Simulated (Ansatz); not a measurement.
The parent structure is Cu in the fcc (Cu type) structure (space group Fm-3m, No. 225; a = 3.564 Å; relaxed with 0.1 eV smearing). Axes: x, y, z lie along the cube axes.

Method: PBEsol (Ansatz, an electronic-structure program), no spin-orbit coupling.

Now apply this change: the cell is scaled by 1.0150 in all directions, atoms relaxed at fixed cell.

Predict the stress tensor and what it implies for the stiffness.

Stress of the strained cell less that of the base (GPa, compression positive):
```
   -6.7     0.0     0.0
    0.0    -6.7     0.0
    0.0     0.0    -6.7
```

Then B = −ΔP/(ΔV/V₀) with ΔV/V₀ = 0.0457 gives secant stiffness values (nonlinear terms included at this strain): B ≈ 147 GPa.

As a check, the harmonic strain energy −½ V₀ Δσ:ε is 11 meV/atom; the computed energy rise is 11 meV/atom.

Stability against distortions was not tested. The final runs are not spin-polarised.
